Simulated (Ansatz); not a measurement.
Structures of equal composition on the (111) surface of fcc Pt: a layer of Ti in place of the second plane; a layer of Ti in place of the third plane. The slabs share one bottom face, and each structure is named by its start. These are constructed structures in small cells; real faces may alloy, dewet or reconstruct in larger ones, and not all known structures of the face are among them. Slabs of about 11 Å with all that they carry, Fermi-Dirac smearing of 0.1 eV. Bottom of the slabs: a bare face, its two planes held. Relaxed from the named starts with such symmetry as they have, on meshes of like density; energies extrapolated to zero smearing; no spin-orbit coupling, no U. Spin-polarised runs, if any, are marked in brackets, and their order is one that fits the cell; the others ran without spin.

Level of theory: PBE (plane waves to 420 eV, PAW; Ansatz, an electronic-structure program).

Problem. Order them by energy per 1x1 cell (lowest first) at the level PBE.

Solution. a layer of Ti in place of the second plane (0.000 eV), a layer of Ti in place of the third plane (0.158 eV)
